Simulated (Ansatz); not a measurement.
The starting structures come from a database of crystals and need not be the phases stable at ambient conditions.

 Where the default PAW files enter, the runs use the earlier of Ansatz's two default sets.

Tunnelling through a barrier is set by its complex band structure: the current falls as exp(−2κd) with the smallest κ.

Given:

```yaml
crystal:
  lattice:
    - [3.75031, 0.00000, 0.00000]
    - [0.00000, 10.94306, 0.00000]
    - [1.87516, 5.47153, 1.87516]
  atoms:
    - { symbol: Hg, position: [0.00000, 0.11647, 0.00000] }
    - { symbol: Hg, position: [0.00000, 0.88353, 0.00000] }
    - { symbol: F, position: [0.00000, 0.31340, 0.00000] }
    - { symbol: F, position: [0.00000, 0.68660, 0.00000] }
```

Space group of this cell: I4/mmm. The cell was relaxed by PBE-D3(BJ); by r2SCAN its mean pressure is -1.8 GPa.

Transport runs along the normal of the first two printed cell vectors, the (100) plane of the conventional cell.

No gap correction and no spin-orbit coupling; mid-gap values are interpolated between computed energies.

**Question.** Compute, with r2SCAN (Ansatz, an electronic-structure program), the band gap and the smallest decay constant κ at mid-gap.

**Answer.** Gap 1.99 eV on a 16×16×16 mesh; κ = 0.292 1/Å, at the zone centre.
